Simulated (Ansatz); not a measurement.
Consider MoTe₂ (space group P6_3/mmc, No. 194; layered, stacked along the Cartesian z axis).

```
CELL_PARAMETERS angstrom
      3.49661     0.00000     0.00000
     -1.74831     3.02815     0.00000
      0.00000     0.00000    13.69583
ATOMIC_POSITIONS crystal
  Mo 0.33333 0.66667 0.75000
  Mo 0.66667 0.33333 0.25000
  Te 0.33333 0.66667 0.11732
  Te 0.66667 0.33333 0.61732
  Te 0.66667 0.33333 0.88268
  Te 0.33333 0.66667 0.38268
```

Computed with PBE-D3(BJ) (Ansatz, an electronic-structure program; PAW; 420 eV plane waves; no SOC).

Before the change:

* **Gap between the host's bands**: 0.59 eV
* **Gap character**: indirect, Γ → k = (0.200, 0.200, 0) in the run's primitive reciprocal basis

Perturbation: electron doping at 3.0×10^21 cm⁻³ (0.435 per cell), with a uniform compensating background at fixed cell and a 300 K Fermi–Dirac width.

**Question.** Predict the new largest internal atomic displacement.

**Answer.** The largest internal atomic displacement is 0.010 Å.

**Question.** What does the calculation give for the Fermi level from band edge after the change?

**Answer.** The Fermi level relative to the doped band's edge (positive inside the band; to 0.05 eV) is +0.40 eV.

**Question.** What happens to the gap between the host's bands?

**Answer.** The gap between the host's bands shrinks by 0.017 eV, from 0.59 eV to 0.58 eV.

**Question.** Estimate the effect on the gap character.

**Answer.** The gap character remains indirect, Γ → k = (0.200, 0.200, 0) in the run's primitive reciprocal basis.

Charged cell with a jellium background: band edges are those of the host's band count, energies are not comparable with the neutral cell, and many-body gap narrowing is missing. With Te present, leaving out spin-orbit coupling can change the band edges. No phonon test of stability was made. The D3 term's C6 switches between coordination references near this geometry, which can add small steps to energies.
